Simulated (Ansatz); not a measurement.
Consider CaO in the rock salt structure (space group Fm-3m, No. 225; a = 4.8308 Å). Axes: x, y, z lie along the cube axes.

Computed with PBE/PAW in Ansatz (a program for electronic structure), no spin-orbit coupling.

The change: every lattice vector is shortened by 1.00 %, atoms relaxed at fixed cell.

Q: Predict the stress tensor and what it implies for the stiffness.

A: Stress of the strained cell less that of the base (GPa, compression positive):
```
   3.39    0.00    0.00
   0.00    3.39    0.00
   0.00    0.00    3.39
```

Then B = −ΔP/(ΔV/V₀) with ΔV/V₀ = -0.0297 gives secant stiffness values (nonlinear terms included at this strain): B ≈ 114 GPa.

As a check, the harmonic strain energy −½ V₀ Δσ:ε is 4.5 meV/atom; the computed energy rise is 4.3 meV/atom.

No phonon test of stability was made.
